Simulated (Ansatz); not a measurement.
Start from PbSe in the rock salt structure (space group Fm-3m, No. 225; a = 6.1777 Å). Axes: x, y, z lie along the cube axes.

Calculations: r2SCAN (Ansatz, an electronic-structure program, PAW, without spin-orbit coupling), earlier PAW set.

A first run, uniaxial strain ε_xx = −1.19 %, gives secant values C11 ≈ 140 GPa and C12 ≈ 13 GPa from its stress. A second run applies isotropic strain +0.69 %.

Q: What does linear elasticity predict for the bulk modulus −ΔP/(ΔV/V₀) in the second run, and what does the run give?

A: Linear elasticity: (C11 + 2 C12)/3 = 55 GPa. The run gives 49 GPa; any difference comes from nonlinear terms at these strains and numerical noise.

No phonon test of stability was made.
